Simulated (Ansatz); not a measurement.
MoRu3 (P6_3/mmc), Ansatz (a program for electronic structure) with PBEsol, DFPT electron-phonon coupling, linearised Boltzmann equation: λ = 0.655, ħω_log = 21.2 meV.

Question: Evaluate Tc = (ω_log/1.2) exp[−1.04(1+λ)/(λ − μ*(1+0.62λ))] at μ* = 0.13 and set it beside the Eliashberg results.

Answer: ω_log = 246 K and the exponent is −3.65, so Tc ≈ 5.36 K. With Allen and Dynes's correction factors the run gives 5.49 K; the anisotropic Eliashberg equations give Tc 5.4 K (μ* referred to 22 meV).

A metal at this level (no band gap). The phonons are harmonic. Spin-orbit coupling is left out. Spin fluctuations, which work against superconductivity with these elements, are left out. For metals of groups 4 to 10, Tc at these values of μ* can lie well above the measured one. The self-energy correction of the phonons between q points moved λ by about 4 %. Halving the electron mesh (20x20x20) moves the coupling by up to 1 %, Tc by up to 1 %. Smearing 0.20 eV; phonons on a 3x3x3 q mesh, which this run doesn't test.

Computed structure with no diffraction record at hand here (it may be known, metastable or hypothetical): MoRu3 (P6_3/mmc).
